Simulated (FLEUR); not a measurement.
FLEUR run on Hf₂Hg (I4/mmm, 3 atoms in the cell): self-consistent single point.

Method: LDA (Perdew-Zunger), all-electron FLAPW (FLEUR), scalar-relativistic valence.

The change in words: lattice scaled by 0.98. Reference geometry:
```
CELL_PARAMETERS angstrom
     -1.65105     1.65105     5.75282
      1.65105    -1.65105     5.75282
      1.65105     1.65105    -5.75282
ATOMIC_POSITIONS crystal
  Hf 0.66573 0.66573 0.00000
  Hf 0.33427 0.33427 0.00000
  Hg 0.00000 0.00000 0.00000
```

Reference input (self-consistent single point, DFT, LDA (Perdew-Zunger), all-electron FLAPW (FLEUR), scalar-relativistic valence): Kmax = 3.8 1/bohr; GmaxXC = 15.2 1/bohr; xcFunctional = pz; jspins = 1; l_soc = F; mode = gauss; fermiSmearingEnergy = 0.00183747 Htr; mesh (inpgen div1-3) = 10 10 10; inpgen gamma flag = true; Gmax = 15.2 1/bohr; numbands = 0; maxIterBroyd = 40. This run's input differs from it in these lines:

```diff
@@ -3,5 +3,5 @@
 &input film=f /
--3.1200398770 3.1200398770 10.8712580237
-3.1200398770 -3.1200398770 10.8712580237
-3.1200398770 3.1200398770 -10.8712580237
+-3.0576392306 3.0576392306 10.6538336947
+3.0576392306 -3.0576392306 10.6538336947
+3.0576392306 3.0576392306 -10.6538336947
 1.0
@@ -45,5 +45,5 @@
          <bravaisMatrix>
-            <row-1>   -3.1200398770000000     3.1200398770000000    10.8712580236999994</row-1>
-            <row-2>    3.1200398770000000    -3.1200398770000000    10.8712580236999994</row-2>
-            <row-3>    3.1200398770000000     3.1200398770000000   -10.8712580236999994</row-3>
+            <row-1>   -3.0576392306000000     3.0576392306000000    10.6538336946999994</row-1>
+            <row-2>    3.0576392306000000    -3.0576392306000000    10.6538336946999994</row-2>
+            <row-3>    3.0576392306000000     3.0576392306000000   -10.6538336946999994</row-3>
          </bravaisMatrix>
```

Output (repeated stretches shortened):

```
 Iteration:     1   Distance:      15.19340096 me/bohr^3
 Iteration:     2   Distance:      13.02239151 me/bohr^3
 Iteration:     3   Distance:       7.19241782 me/bohr^3
 Iteration:     4   Distance:       5.34116452 me/bohr^3
 Iteration:     5   Distance:       2.82132190 me/bohr^3
   [... 9 lines left out ...]
 Iteration:    15   Distance:       0.00031462 me/bohr^3
 Iteration:    16   Distance:       0.00008530 me/bohr^3
 Iteration:    17   Distance:       0.00005312 me/bohr^3
 Iteration:    18   Distance:       0.00000412 me/bohr^3
 Reset of history
 Run finished successfully
 Stop message:
   Structural relaxation: new displacements generated

[file out, last iteration]
             iter=     19
[...]
          total density-effective poten   -8.6954174301E+04
          total charge density-energy d   -9.6465314335E+02
 Updated energy parameters for spin:           1
[...]
 fermi energy and band-weighting factors:

[...]
FERMIE:
          first approx. to ef    (T=0)  :   0.451877 htr   (energy of the highest occ. eigenvalue)
          number of occ. states  (T=0)  :       3559
          first approx. to seigv (T=0)  : -21.407761 htr
          sum of weights of occ. states :  35.002000
          sum of semicore charge        :   0.000000 e
          fermi energy=   0.45159 har   work function= -12.28836 ev
          number of valence electrons=  70.00000
   [... lines left out ...]
     k-point=   48
     k-point=   49
     k-point=   50
     k-point=   51
     k-point=   52
     k-point=   53
     k-point=   54
     k-point=   55
     k-point=   56
     k-point=   57
     k-point=   58
     k-point=   59
     k-point=   60
     k-point=   61
     k-point=   62
     k-point=   63
     k-point=   64
     k-point=   65
     k-point=   66
     k-point=   67
     k-point=   68
     k-point=   69
     k-point=   70
```

The run converged in 18 iterations. FLEUR gives forces in its relaxation mode, with a further iteration, so its stop message speaks of a relaxation. Against the reference run the total energy rises by 3.0 meV/atom and the largest force goes from 0.007 to 0.071 eV/Å.

The starting cell comes from a database of computed structures (which also holds hypothetical and non-ambient phases and stackings), without a prior relaxation at this level. Its lattice was rescaled by a random factor within 2.5 % of one. For this run, on top of that: lattice scaled by 0.98. Values depend on the basis (sphere radii, cutoffs, local orbitals), which need not be converged.

Cost on one core of a shared machine: roughly 10 min.
